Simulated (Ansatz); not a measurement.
Reference: MgAu (Pm-3m), PBEsol, DFPT electron-phonon coupling, linearised Boltzmann equation (plane waves, PAW, scalar-relativistic; Ansatz, a quantum-chemistry and plane-wave program); geometry: relaxed with this functional, without spin-orbit coupling.

```cif
data_AuMg
_chemical_formula_sum 'Mg1 Au1'
_space_group_name_H-M_alt 'Pm-3m'
_space_group_IT_number 221
_space_group_name_Hall '-P 4 2 3'
_cell_length_a 3.25713
_cell_length_b 3.25713
_cell_length_c 3.25713
_cell_angle_alpha 90.000
_cell_angle_beta 90.000
_cell_angle_gamma 90.000
loop_
_atom_site_label
_atom_site_type_symbol
_atom_site_symmetry_multiplicity
_atom_site_Wyckoff_symbol
_atom_site_fract_x
_atom_site_fract_y
_atom_site_fract_z
_atom_site_occupancy
Mg1 Mg 1 b 0.50000 0.50000 0.50000 1
Au1 Au 1 a 0.00000 0.00000 0.00000 1
```

| Item | Result |
|---|---|
| resistivity at 300 K | 5.7 μΩ·cm |
| mean free path at 300 K | 16.6 nm |
| electron-phonon coupling λ | 0.37 |
| logarithmic mean phonon energy | 8.0 meV |

Question: Swap Au for Tl, keeping the structure type. How do these values move?

Answer: MgTl (Pm-3m): volume per atom 17.3 to 23.6 Å³; resistivity at 300 K rises (5.7 μΩ·cm to 9.3 μΩ·cm); mean free path at 300 K falls (16.6 nm to 10.2 nm); electron-phonon coupling λ rises (0.37 to 0.70); logarithmic mean phonon energy falls (8.0 meV to 6.1 meV).

Question: Replace Au by La on the same sites and relax. What happens?

Answer: MgLa (Pm-3m): volume per atom 17.3 to 29.9 Å³; resistivity at 300 K rises (5.7 μΩ·cm to 41 μΩ·cm); mean free path at 300 K falls (16.6 nm to 3.8 nm); electron-phonon coupling λ rises (0.37 to 0.51); logarithmic mean phonon energy rises (8.0 meV to 9.9 meV).

Question: Replace Au by Rh on the same sites and relax. What happens?

Answer: MgRh (Pm-3m): volume per atom 17.3 to 14.6 Å³; resistivity at 300 K stays about the same (5.7 μΩ·cm to 5.1 μΩ·cm); mean free path at 300 K stays about the same (16.6 nm to 16.2 nm); electron-phonon coupling λ falls (0.37 to 0.182); logarithmic mean phonon energy rises (8.0 meV to 14.0 meV).

Moves up to 17 % count as about the same. Metals; harmonic phonons alone scatter; means over directions. The mean free path is weighted by the current that each state carries. Halving the electron mesh moves these values by up to 12 %; q meshes are mostly untested. Some of the runs warned that the eigensolver left states short of its tolerance. Spin-orbit coupling is left out.

Formula and space group known from diffraction (Crystallography Open Database), not checked to be the room-temperature form: MgAu (Pm-3m), MgLa (Pm-3m), MgRh (Pm-3m), MgTl (Pm-3m). The missing spin-orbit coupling matters most for MgAu (Pm-3m), MgTl (Pm-3m).
